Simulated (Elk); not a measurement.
Band structure of VH (Fm-3m, 2 atoms in the cell).

```
VH
1.0
    0.00000     1.96375     1.96375
    1.96375     0.00000     1.96375
    1.96375     1.96375     0.00000
V H
1 1
Direct
  0.00000   0.00000   0.00000
  0.50000   0.50000   0.50000
```

Method: PBEsol, all-electron FP-LAPW, Elk's shipped species files, APW+lo basis with extra local orbitals (Elk).

Settings: xctype = 22; rgkmax = 8; stype = 0; swidth = 0.00367493 Ha; ngridk = 14 14 14; gmaxvr = 18 1/bohr; lmaxapw = 10; lmaxo = 8; nxlo = 2; lorbcnd = true; lradstp = 2; nrmtscf = 2; rmtscf = 0.91; lmaxi = 4.

The starting cell comes from a database of computed structures (which also holds hypothetical and non-ambient phases and stackings), without a prior relaxation at this level. Spin polarisation is off. Values depend on the basis (sphere radii, cutoffs, local orbitals), which need not be converged.

Levels in eV from the Fermi level, bands 4 to 11:
| point | 4 | 5 | 6 | 7 | 8 | 9 | 10 | 11 |
|---|---|---|---|---|---|---|---|---|
| Γ | -37.48 | -10.54 | -0.08 | -0.08 | -0.08 | 1.41 | 1.41 | 12.75 |
| X | -37.72 | -7.60 | -2.70 | 1.67 | 2.50 | 2.97 | 2.97 | 6.77 |
| W | -37.73 | -6.71 | -1.44 | -1.44 | 0.83 | 2.97 | 5.98 | 7.49 |
| K | -37.67 | -6.80 | -2.34 | -0.42 | 1.35 | 2.55 | 5.13 | 6.28 |
| L | -37.57 | -5.41 | -3.88 | -0.50 | -0.50 | 2.60 | 2.60 | 7.30 |
| U | -37.67 | -6.80 | -2.34 | -0.42 | 1.35 | 2.55 | 5.13 | 6.28 |

Bands cross the Fermi level along this path, so the cell is metallic at this level.
